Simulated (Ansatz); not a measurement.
Start from GaSb in the zinc blende structure (space group F-43m, No. 216; a = 6.214 Å).

(Cell as relaxed with PBE.)

Levels (all Ansatz, a quantum-chemistry and plane-wave program, PAW, earlier PAW set): PBE (420 eV, no spin-orbit coupling); PBEsol (420 eV, scalar-relativistic without spin-orbit coupling).

Each level relaxes its own structure.

```csv
base,PBE,PBEsol
volume per atom,29.99 Å³,28.54 Å³
lattice parameter a,6.214 Å,6.112 Å
band gap,zero,zero
```

One thing is altered: every Sb is replaced by N, then cell and atoms are relaxed.

| quantity | PBE | PBEsol |
|---|---|---|
| band gap | 1.54 eV | 1.70 eV |
| volume per atom | 11.77 Å³ | 11.38 Å³ |
| hole mass (degenerate bands, along [100]) | 0.15, 0.90, 0.90 mₑ (at Γ) | 0.16, 0.86, 0.86 mₑ (at Γ) |
| electron mass | 0.14 mₑ (at Γ) | 0.15 mₑ (at Γ) |

PBE's band gap lies 0.16 eV below PBEsol's; PBE's volume per atom lies 0.39 Å³ above PBEsol's (3.4 %). Neither level is exact; PBEsol is the comparison here, not a measurement.

Spin-orbit coupling, missing from the scalar runs, can matter with Sb. Effective masses come from finite differences of ±0.01 Å⁻¹. Stability against distortions was not tested. All final runs are without spin polarisation. This is not the structure that GaN has at room temperature and ambient pressure. A zero or small gap of GaSb can be the functional's error rather than a property of the material.
